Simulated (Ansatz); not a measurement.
## CoPdO2 (space group R-3m, No. 166; non-magnetic)

```
CELL_PARAMETERS angstrom
      1.43097     0.82617     5.94471
     -1.43097     0.82617     5.94471
      0.00000    -1.65234     5.94471
ATOMIC_POSITIONS crystal
  Pd 0.00000 0.00000 0.00000
  Co 0.50000 0.50000 0.50000
  O  0.11283 0.11283 0.11283
  O  0.88717 0.88717 0.88717
```

Calculations: Kohn–Sham DFT with the PBE functional, run in Ansatz (a first-principles code) with PAW and 420 eV plane waves, no spin-orbit coupling. Γ-centred 16×16×16 mesh, Fermi–Dirac width 0.05 eV.

| Quantity | Value |
|---|---|
| Volume per atom | 10.54 Å³ |
| Density | 7.77 g/cm³ |
| Band gap | zero |
| Total energy | -3308.076 eV/atom (σ→0; compares only within this code and set-up) |

No phonon test of stability was made. Seeded moments were not kept for the base. No Hubbard U is applied and the magnetic state is the run's own (CoPdO2 non-magnetic); small cells can't hold the antiferromagnetic order that many such compounds have, so gaps and moments can be off. All final runs are without spin polarisation. An odd electron count without spin: CoPdO2.
